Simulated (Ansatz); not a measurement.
Results of PBE (Ansatz, a program for electronic structure, plane waves, PAW) for cubic perovskite KZnF3.

Run with plane-wave cutoff 520 eV, 8×8×8 k mesh, Fermi–Dirac smearing 0.01 eV, scalar-relativistic PAW data made under PBE.

Response to compression and expansion:

| V (Å³/atom) | P (GPa) | direct gap at Γ (eV) | smallest gap on the k mesh (eV) |
|---|---|---|---|
| 13.219 | 5.00 | 5.732 | 3.878 |
| 13.501 | 3.14 | 5.555 | 3.823 |
| 13.782 | 1.48 | 5.386 | 3.768 |
| 14.063 | 0.00 | 5.224 | 3.716 |
| 14.344 | -1.32 | 5.069 | 3.664 |
| 14.626 | -2.50 | 4.919 | 3.613 |
| 14.907 | -3.56 | 4.776 | 3.563 |

The fundamental gap (3.72 eV at the equilibrium volume, with added k points) lies elsewhere than Γ–Γ.
